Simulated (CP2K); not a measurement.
A short convergence ladder for a (110) slab of SbAs (cut from a parent of space group no. 160; 6 atoms in the cell)

```xyz
6
Lattice="5.9695 0.0000 0.0000 -5.5042 4.3578 0.0000 0.0000 0.0000 18.0532" Properties=species:S:1:pos:R:3 pbc="T T T"
As     2.9569     0.9073     7.0000
As     0.2048     3.0862     9.0266
As     2.9569     0.9073    11.0532
Sb     0.2605     1.2716     7.0000
Sb    -2.4915     3.4505     9.0266
Sb     0.2605     1.2716    11.0532
```

Base method: LDA (Pade form), GPW, DZVP-MOLOPT-SR-GTH basis, GTH-PADE potentials (GTH_POTENTIALS) run with CP2K.

Base settings: CUTOFF = 400 Ry; REL_CUTOFF = 50 Ry; SMEAR/METHOD = FERMI_DIRAC; ELECTRONIC_TEMPERATURE = 1160.45 K; KPOINTS/SCHEME = MONKHORST-PACK 4 4 1; GAMMA_CENTERED = T; XC_FUNCTIONAL = PADE; As/BASIS_SET = DZVP-MOLOPT-SR-GTH-q5; As/POTENTIAL = GTH-PADE-q5; Sb/BASIS_SET = DZVP-MOLOPT-SR-GTH-q5.

**The vacuum**

The mesh stays at the base's, so the ladder's end is converged at best in this setting alone.

Only quantities that move along the ladder and can be compared are tabulated; forces are left out, as grid noise moves with the cell.

```tsv
vacuum between outermost atoms (Å)	free energy less the last step's (meV/atom)
3.0	-152.56
4.0	-2.21
5.0	8.50
6.0	4.51
7.0	1.39
8.0	0.30
10.0	0.00
12.0	0.00
14.0	0.00
17.0	0.00
20.0	0.00
25.0	0.00
30.0	0.00
```

Smallest vacuum between outermost atoms (Å) that holds the free energy within 5 meV/atom of the last step, with all finer ones: 6.0; the step before is off by 8.5 meV/atom.

On the base run: the starting cell comes from a database of computed structures (which also holds hypothetical and non-ambient phases and stackings), without a prior relaxation at this level. The slab is cut from that crystal, and its faces are unrelaxed. Its lattice was rescaled by up to half a per cent. Spin polarisation is off, though cut faces can carry moments; the slab shows no gap. Values carry the incompleteness of an atom-centred basis. In the base run, forces exceed 1 eV/Å. Without a gap this mesh is coarse (it stands for a supercell whose shortest in-plane vector is 18 Å).
